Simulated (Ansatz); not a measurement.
Gap of an H-capped Sn nanowire along [110], 24 atoms a period besides the caps at several levels, all on one geometry.

Levels: PBE (plane waves to 420 eV, PAW; Ansatz, a first-principles code); PBE with spin-orbit coupling (Ansatz); r2SCAN (plane waves to 500 eV, PAW; Ansatz). Unmarked values and the geometry are of the first. Mesh 1×1×8. No spin polarisation. Periodic along z alone, with about 11 Å of vacuum beside it. An idealised model, cut from the bulk lattice. Symmetry and one short period hold its shape; lower forms weren't sought. Values not marked SOC lack spin–orbit coupling.

| level | gap (eV) |
|---|---|
| PBE | 0.72 |
| PBE+SOC | ___ |
| r2SCAN | 1.01 |

Some entries are withheld; supply them.


- PBE+SOC, gap (eV): 0.68
